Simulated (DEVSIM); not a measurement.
Device: Mo/SiO2/n-Si capacitor, at 250 K.

```
layer (left to right)  material  thickness (nm)  Nd (cm⁻³)
---------------------  --------  --------------  ---------
1                          SiO2            26.0          -
2                            Si            2500     5.4e16
```

Metal gate on the left, work function 4.6 eV. Fixed charge at the semiconductor interface 0 cm⁻² (in units of +e); no interface traps.

The device is made up for the run: typed textbook-type constants, with dimensions and the other settings drawn at random. Values at 300 K; Nc and Nv go as T^1.5, mobilities as T to minus their exponent, the gap by Varshni's rule with the affinity fixed.

| parameter | SiO2 | Si |
|---|---|---|
| gap (eV) | 9 | 1.124 |
| affinity (eV) | 0.9 | 4.05 |
| permittivity | 3.9 | 11.7 |
| Nc (cm⁻³) | - | 2.86e19 |
| Nv (cm⁻³) | - | 3.1e19 |
| Varshni α (eV/K) | - | 0.000473 |
| Varshni β (K) | - | 636 |

Simulated with DEVSIM: 1D Poisson equation in equilibrium, Boltzmann statistics, complete ionisation; no quantum confinement or tunnelling. Metal contacts follow the ideal Schottky-Mott rule: no Fermi-level pinning, no interface dipoles.

The interface trap density was swept, all else fixed.

| interface trap density (cm^-2 eV^-1) | flat-band voltage (V) | minimum of the low-frequency capacitance (μF/cm²) |
|---|---|---|
| 0 | 0.42 | 0.0493 |
| 1e10 | 0.43 | 0.0499 |
| 1e11 | 0.50 | 0.0553 |
| 3e11 | 0.66 | 0.0650 |
| 1e12 | 1.22 | 0.0852 |
| 2e12 | 2.03 | 0.0996 |

From the first row to the last the flat-band voltage goes from 0.42 to 2.03. From the first row to the last the minimum of the low-frequency capacitance goes from 0.0493 to 0.0996.
